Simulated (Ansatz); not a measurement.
We consider β-phase InSe (model structure), described by PBEsol in Ansatz (plane waves, PAW).

Numerical settings: plane-wave cutoff 500 eV, 12×12×2 k mesh (along the axes of the cell as run), gaussian smearing 0.02 eV, scalar-relativistic PAW data made under PBE.

Cell (relaxed at this level):

```cif
data_In4Se4
_chemical_formula_sum 'In4 Se4'
_space_group_name_H-M_alt 'P 1'
_space_group_IT_number 1
_cell_length_a 4.00557
_cell_length_b 4.00557
_cell_length_c 17.01576
_cell_angle_alpha 90.000
_cell_angle_beta 90.000
_cell_angle_gamma 120.000
loop_
_space_group_symop_operation_xyz
  'x, y, z'
loop_
_atom_site_label
_atom_site_type_symbol
_atom_site_fract_x
_atom_site_fract_y
_atom_site_fract_z
_atom_site_occupancy
In1 In 0.33333 0.66667 0.16842 1
In2 In 0.66667 0.33333 0.66842 1
In3 In 0.66667 0.33333 0.83158 1
In4 In 0.33333 0.66667 0.33158 1
Se1 Se 0.33333 0.66667 0.59326 1
Se2 Se 0.66667 0.33333 0.09326 1
Se3 Se 0.66667 0.33333 0.40674 1
Se4 Se 0.33333 0.66667 0.90674 1
```

**Question.** Give the computed band gap.

**Answer.** 
* **band gap**: 0.44 eV (on the SCF k mesh)

Note: the relaxation could raise the start's symmetry but not lower it, so the cell can be a saddle point; the cell has widely spaced layers and the level no dispersion term, so their spacing and the moduli can rest on weak binding.

Spin–orbit coupling is not included.

The computed numbers hold no vibrational or temperature effects.

A model structure was made by putting elements into a prototype or built by hand; it is no filed structure, need not be a known phase, and can be a saddle point held by its symmetry.

Ansatz is a quantum-chemistry and plane-wave program.
